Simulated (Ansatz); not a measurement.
SbSI (Pnma, No. 62, 12 atoms in the cell; start mp-1095595), treated with PBE0 in Ansatz (plane waves, PAW).

Numerical settings: plane-wave cutoff 460 eV, 4×2×6 k mesh (along the axes of the cell as run), Fermi–Dirac smearing 0.01 eV, scalar-relativistic PAW data made under PBE.

Cell (relaxed with PBEsol):

```
ISSb
1.0
    8.46057     0.00000     0.00000
    0.00000    10.18507     0.00000
    0.00000     0.00000     4.03661
Sb S I
4 4 4
Direct
  0.62017   0.37496   0.26979
  0.37983   0.62504   0.76979
  0.87983   0.87496   0.76979
  0.12017   0.12504   0.26979
  0.34142   0.45560   0.26977
  0.65858   0.54440   0.76977
  0.15858   0.95560   0.76977
  0.84142   0.04440   0.26977
  0.01735   0.67328   0.26976
  0.98265   0.32672   0.76976
  0.48265   0.17328   0.76976
  0.51735   0.82672   0.26976
```

Estimate the band gap, smallest direct gap on the k points sampled and direct gap at Γ that the calculation returns.


- band gap: 2.86 eV
- smallest direct gap on the k points sampled: 3.03 eV
- direct gap at Γ: 3.41 eV

Note: cell and atoms aren't relaxed at this level (pressure 0.9 GPa).

Spin–orbit coupling is not included.

Computing time: roughly 40 core-minutes.

A start named mp-… is a Materials Project structure, which need not be a measured phase.

Ansatz is an electronic-structure program.
